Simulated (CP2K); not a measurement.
## Several settings converged on BiTe (Fm-3m, 2 atoms in the cell)

```
BiTe
1.0
    4.57788     0.00000     0.00000
    2.28894     3.96456     0.00000
    2.28894     1.32152     3.73782
Bi Te
1 1
Direct
  0.00000   0.00000   0.00000
  0.50000   0.50000   0.50000
```

Base method: LDA (Pade form), GPW, DZVP-MOLOPT-SR-GTH basis, GTH-PADE potentials (GTH_POTENTIALS) in CP2K 2026.2.

Base settings: CUTOFF = 400 Ry; REL_CUTOFF = 50 Ry; SMEAR/METHOD = FERMI_DIRAC; ELECTRONIC_TEMPERATURE = 1160.45 K; KPOINTS/SCHEME = MONKHORST-PACK 4 4 4; GAMMA_CENTERED = T; XC_FUNCTIONAL = PADE; Bi/BASIS_SET = DZVP-MOLOPT-SR-GTH; Bi/POTENTIAL = GTH-PADE-q5; Te/BASIS_SET = DZVP-MOLOPT-SR-GTH.

**The k-point mesh at a smearing width of 0.05 eV**

In this ladder: ELECTRONIC_TEMPERATURE = 580.23 K. Moved along: GAMMA_CENTERED.

The second cell is the first with its lattice scaled by 0.98.

Only quantities that move along the ladder and can be compared are tabulated.

| KPOINTS/SCHEME | free energy less the last step's (meV/atom) | energy of the compressed cell less the first (meV/atom) | pressure (GPa) |
|---|---|---|---|
| MONKHORST-PACK 3 3 3 | 78.37 | -4.78 | -1.74 |
| MONKHORST-PACK 4 4 4 | -18.89 | -14.06 | -2.53 |
| MONKHORST-PACK 5 5 5 | -2.00 | -11.19 | -2.43 |
| MONKHORST-PACK 6 6 6 | 3.97 | -9.63 | -2.22 |
| MONKHORST-PACK 7 7 7 | 10.24 | -9.20 | -2.22 |
| MONKHORST-PACK 8 8 8 | -4.48 | -12.12 | -2.46 |
| MONKHORST-PACK 10 10 10 | 0.23 | -10.46 | -2.32 |
| MONKHORST-PACK 12 12 12 | -0.83 | -11.19 | -2.38 |
| MONKHORST-PACK 14 14 14 | 0.00 | -10.73 | -2.35 |

Coarsest KPOINTS/SCHEME that holds the free energy within 5 meV/atom of the last step, with all finer ones: MONKHORST-PACK 8 8 8; the step before is off by 10 meV/atom.

Coarsest KPOINTS/SCHEME that holds the pressure within 0.2 GPa of the last step, with all finer ones: MONKHORST-PACK 4 4 4; the step before is off by 0.61 GPa.

Coarsest KPOINTS/SCHEME that holds the energy of the compressed cell less the first within 2 meV/atom of the last step, with all finer ones: MONKHORST-PACK 5 5 5; the step before is off by 3.3 meV/atom.

**The width of Gaussian smearing**

In this ladder: SMEAR/METHOD = GAUSSIAN; ELECTRONIC_TEMPERATURE = default; KPOINTS/SCHEME = MONKHORST-PACK 7 7 7; GAMMA_CENTERED = default.

Narrow widths need finer meshes than wide ones, so the last steps can hold mesh noise.

Only quantities that move along the ladder and can be compared are tabulated; pressure and forces are left out, as mesh noise rules them at narrow widths.

```tsv
SIGMA	free energy less the last step's (meV/atom)	energy extrapolated to zero width less the last step's (meV/atom)
1 eV	-170.60	-29.10
0.5 eV	-53.63	-9.89
0.3 eV	-23.02	-5.48
0.2 eV	-11.89	-3.27
0.1 eV	-3.18	-0.65
0.05 eV	0.00	0.00
```

Widest SIGMA that holds the energy extrapolated to zero width within 2 meV/atom of the last step, with all finer ones: 0.1 eV; the step before is off by 3.3 meV/atom.

Widest SIGMA that holds the free energy within 5 meV/atom: not settled: the last two steps still differ by 3.2 meV/atom, over half the tolerance, so the ladder does not show it.

The extrapolation to zero width removes most of the smearing's effect on the energy.

On the base run: the starting cell comes from a database of computed structures (which also holds hypothetical and non-ambient phases and stackings), without a prior relaxation at this level. Its lattice was rescaled by up to half a per cent. Values carry the incompleteness of an atom-centred basis. Without a gap this mesh is coarse (it stands for a supercell whose shortest vector is 18 Å).

Left out of this page: 2 runs of the series outside the window shown, repeating another row's setting, or not comparable.
